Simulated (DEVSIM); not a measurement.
System: abrupt InP n-p junction, at 300 K.

| layer (left to right) | material | thickness (μm) | Nd (cm⁻³) | Na (cm⁻³) | τn (s) | τp (s) |
|---|---|---|---|---|---|---|
| 1 | InP | 18.0 | 3.3e16 | - | 5.2e-10 | 5.2e-10 |
| 2 | InP | 2.30 | - | 2.5e15 | 5.2e-10 | 5.2e-10 |

Left contact: ohmic. Right contact: ohmic. Voltage is applied to the left contact. Recombination: SRH at mid-gap, radiative, Auger. Mobility is constant in doping.

This is a model device: material constants are rounded textbook-type values typed into the input, and sizes, dopings and lifetimes were drawn at random. Values at 300 K.

```tsv
parameter	InP
gap (eV)	1.344
affinity (eV)	4.38
permittivity	12.5
Nc (cm⁻³)	5.7e17
Nv (cm⁻³)	1.1e19
μn (cm²/Vs)	5200
μp (cm²/Vs)	170
B (cm³/s)	1.2e-10
Cn (cm⁶/s)	9e-31
Cp (cm⁶/s)	9e-31
```

Simulated with DEVSIM: 1D drift-diffusion, Boltzmann statistics, complete ionisation; no tunnelling, impact ionisation, image-force lowering or self-heating.

Task: Tabulate band edges, carrier densities and field at -1.0 V on the left contact.

Result: Energies count from the Fermi level of the right contact; mesh points crowd at the junctions.

```
x (μm)   Ec (eV)  Ev (eV)  n (cm⁻³)  p (cm⁻³)  field (V/cm)
-------  -------  -------  --------  --------  ------------
0.000      1.074   -0.270    3.3e16     < 1e2           ≈ 0
0.03252    1.074   -0.270    3.3e16     < 1e2           ≈ 0
0.1090     1.074   -0.270    3.3e16     < 1e2           ≈ 0
0.2888     1.073   -0.270    3.3e16     < 1e2           ≈ 0
0.9946     1.073   -0.271    3.3e16     < 1e2           ≈ 0
2.371      1.073   -0.271    3.3e16     < 1e2           ≈ 0
5.607      1.071   -0.273    3.3e16       380           ≈ 0
13.32      1.068   -0.276    3.3e16     2.9e9           ≈ 0
16.02      1.067   -0.277    3.3e16    8.1e11           ≈ 0
17.17      1.067   -0.277    3.3e16    8.9e12           ≈ 0
17.66      1.067   -0.277    3.3e16    2.5e13           ≈ 0
17.91      1.067   -0.277    3.2e16    4.3e13           350
17.98      1.079   -0.265    2.1e16    7.4e13          4800
18.00      1.100   -0.244    9.0e15    1.8e14          9700
18.06      1.139   -0.205    2.0e15    8.0e14          4300
18.18      1.165   -0.179    6.9e14    2.3e15           940
18.45      1.169   -0.175    4.5e14    2.9e15           -89
19.07      1.160   -0.184    3.1e14    2.8e15          -200
19.93      1.139   -0.205    1.2e14    2.6e15          -290
20.15      1.132   -0.212    5.5e13    2.5e15          -320
20.25      1.129   -0.215    2.0e13    2.5e15          -320
20.30      1.127   -0.217     < 1e2    2.5e15          -320
```
